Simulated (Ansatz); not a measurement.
A stack in vacuum: 2 layers of Ga2O3-ML, started at antiparallel, shifted by (1/3,2/3), upper layer flipped (facing atoms over hollows or bridges; Ga2O3-ML a predicted or substrate-bound sheet, here free).

Methods: PBE+D3(BJ) (plane waves to 420 eV, PAW; Ansatz, an electronic-structure program); PBE+D3(BJ) with spin-orbit coupling (plane waves to 420 eV, PAW; Ansatz). Geometries and values that name no level are of the first. Values not marked SOC have no spin–orbit coupling; PBE gaps are too small against experiment. Its k-point mesh 12×12×1, Fermi–Dirac width 0.01 eV. A dipole correction is on.

**Question.** Predict its spacing, binding and gap.

**Answer.** 
| Property | Result |
|---|---|
| gap between facing atomic planes | 2.48 Å |
| step of the vacuum level across the stack (top less bottom) | 0.00 eV |
| interaction energy of the frozen layers | -26.4 meV/Å² |
| interaction energy without the D3 term at this geometry | +1.6 meV/Å² |
| PBE gap over the mesh and listed points off it | 1.15 eV, indirect (lowest direct gap 1.75 eV) |
| valence and conduction edges under the vacuum level of the lower face | 5.82 and 4.67 eV |
| PBE+SOC gap at the same geometry | 1.15 eV |
